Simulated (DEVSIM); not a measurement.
Structure: abrupt Ge p-n junction, at 250 K.

Layer 1 from the left is Ge, thickness (μm) 2.80, Na (cm⁻³) 2.7e16, τn (s) 1.1e-6, τp (s) 1.1e-6. Layer 2 from the left is Ge, thickness (μm) 110, Nd (cm⁻³) 1.9e17, τn (s) 1.1e-6, τp (s) 1.1e-6.

Left contact: ohmic. Right contact: ohmic. Voltage is applied to the left contact. Recombination: SRH at mid-gap, radiative, Auger. Mobility is constant in doping.

Constants are typed, rounded textbook-type inputs, not results; the design itself was drawn at random and stands for no fabricated device. Values at 300 K; Nc and Nv go as T^1.5, mobilities as T to minus their exponent, the gap by Varshni's rule with the affinity fixed.

Ge: gap (eV) 0.664, affinity (eV) 4, permittivity 16, Nc (cm⁻³) 1.04e19, Nv (cm⁻³) 6e18, μn (cm²/Vs) 3900, μp (cm²/Vs) 1900, T exponent of μn 1.66, T exponent of μp 2.33, B (cm³/s) 6.4e-14, Cn (cm⁶/s) 1e-31, Cp (cm⁶/s) 1e-31, Varshni α (eV/K) 0.000477, Varshni β (K) 235.

Simulated with DEVSIM: 1D drift-diffusion, Boltzmann statistics, complete ionisation; no tunnelling, impact ionisation, image-force lowering or self-heating.

**Question.** What does the simulation give for the dark forward voltage at 1 A/cm², the dark forward voltage at 100 A/cm²?

**Answer.** dark forward voltage at 1 A/cm² 0.288 V; dark forward voltage at 100 A/cm² 0.396 V.
